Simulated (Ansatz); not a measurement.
# How far to go with the plane-wave cutoff: Mn₃Si (I4mm, 4 atoms in the cell)

```
CELL_PARAMETERS angstrom
      0.00000     2.83039     2.83039
      2.83039     0.00000     2.83039
      2.83039     2.83039     0.00000
ATOMIC_POSITIONS crystal
  Mn 0.25000 0.25000 0.25000
  Mn 0.75000 0.75000 0.75000
  Mn 0.50883 0.50883 0.49117
  Si 0.00000 0.00000 0.00000
```
Moments meant for the start (each program seeds them in its own way; μB, in the order of the atoms Mn Mn Mn Si): 4.0 4.0 4.0 0.0.

Level of theory: LDA (PW92), default PAW files made with PBE (plane waves; Ansatz, an electronic-structure program).

Base settings: basis.ecutwfc = 30.9 Ry; kpoints.mp_grid.grid = 6 6 6; hamiltonian.xc = lda; hamiltonian.pseudopotentials = {kind: paw} (the program's default PAW files); magnetization.spin_polarized = true; scf.occupations.method = gaussian; scf.occupations.width = 0.0073 Ry.

The second cell is the first with its lattice scaled by 0.98.

The mesh stays at the base's, so the ladder's end is converged at best in this setting alone.

The first pressure column holds Ansatz's estimate of the finite-basis (Pulay) stress, which hides part of the cutoff error; the other is without it.

Only quantities that move along the ladder and can be compared are tabulated.

The magnetic state is not the same in all runs (site moments differ, or a search went on to a lower state), so steps between rows are not convergence errors alone.

The count of work is k-points × plane waves × bands × iterations; it is no time. 

The starting cell comes from a database of computed structures (which also holds hypothetical and non-ambient phases and stackings), without a prior relaxation at this level. Its lattice was rescaled by up to half a per cent. One atom was moved a little off its site on purpose. The magnetic order is the one reached from the typed start; others were not searched systematically. The program warned that a starting moment was not kept. In the base run, with a pressure of about -18 GPa the cell is away from its equilibrium volume at this level.

Steps (basis.ecutwfc): 10.7 Ry; 12.5 Ry; 14 Ry; 15.4 Ry; 16.9 Ry; 18.4 Ry; 21.7 Ry; 24.6 Ry; 27.9 Ry; 30.9 Ry; 33.8 Ry; 37.1 Ry; 41.5 Ry; 46.3 Ry; 54 Ry; 61.7 Ry; 74.2 Ry.

Problem. What is the coarsest basis.ecutwfc that holds the energy of the compressed cell less the first within 2 meV/atom of the last step, with all finer ones?

Solution. 24.6 Ry, at 0.20 of the last step's count of work; the step before is off by 15 meV/atom.

Problem. What is the coarsest basis.ecutwfc that holds the forces within 0.01 eV/Å of the last step, with all finer ones?

Solution. 24.6 Ry, at 0.20 of the last step's count of work; the step before is off by 0.032 eV/Å.

Problem. What is the coarsest basis.ecutwfc that holds the free energy within 0.5 meV/atom of the last step, with all finer ones?

Solution. 46.3 Ry; the step before is off by 0.62 meV/atom.

| basis.ecutwfc | free energy less the last step's (meV/atom) | energy of the compressed cell less the first (meV/atom) | pressure (GPa) | pressure without the Pulay estimate (GPa) | largest difference of a force vector from the last step's (eV/Å) | count of work / last |
|---|---|---|---|---|---|---|
| 10.7 Ry | 42206.16 | 882.81 | -45.22 | -2012.34 | 4.583 | 0.051 |
| 12.5 Ry | 18742.26 | 16.05 | -69.83 | -1011.56 | 0.372 | 0.14 |
| 14 Ry | 9812.62 | -309.41 | -27.78 | -611.06 | 1.245 | 0.12 |
| 15.4 Ry | 5263.83 | -9.01 | -6.76 | -365.73 | 0.868 | 0.10 |
| 16.9 Ry | 2513.53 | 23.05 | -10.13 | -205.61 | 0.339 | 0.096 |
| 18.4 Ry | 1214.09 | -92.94 | -11.25 | -121.00 | 0.014 | 0.13 |
| 21.7 Ry | 190.62 | -37.96 | -17.14 | -39.94 | 0.032 | 0.16 |
| 24.6 Ry | 32.73 | -52.66 | -18.08 | -22.95 | 0.007 | 0.20 |
| 27.9 Ry | 4.11 | -53.32 | -18.33 | -18.93 | 0.000 | 0.23 |
| 30.9 Ry | 1.39 | -53.35 | -18.35 | -18.42 | 0.000 | 0.29 |
| 33.8 Ry | 1.06 | -53.37 | -18.36 | -18.38 | 0.000 | 0.31 |
| 37.1 Ry | 0.85 | -53.37 | -18.36 | -18.38 | 0.000 | 0.39 |
| 41.5 Ry | 0.62 | -53.36 | -18.36 | -18.38 | 0.000 | 0.43 |
| 46.3 Ry | 0.32 | -53.36 | -18.36 | -18.38 | 0.000 | 0.50 |
| 54 Ry | 0.08 | -53.38 | -18.36 | -18.37 | 0.000 | 0.63 |
| 61.7 Ry | 0.04 | -53.38 | -18.36 | -18.36 | 0.000 | 0.74 |
| 74.2 Ry | 0.00 | -53.38 | -18.36 | -18.36 | 0.000 | 1.0 |

The energy difference between the two cells stays within 1 meV/atom of the last step's from 24.6 Ry on, the total only from 37.1 Ry on: much of the error is common to both cells and cancels.

At the lowest cutoff the pressure without the Pulay estimate lies 1990 GPa under the last step's, the usual sign of Pulay stress in an incomplete plane-wave basis.

Keys are those of Ansatz 0.2.
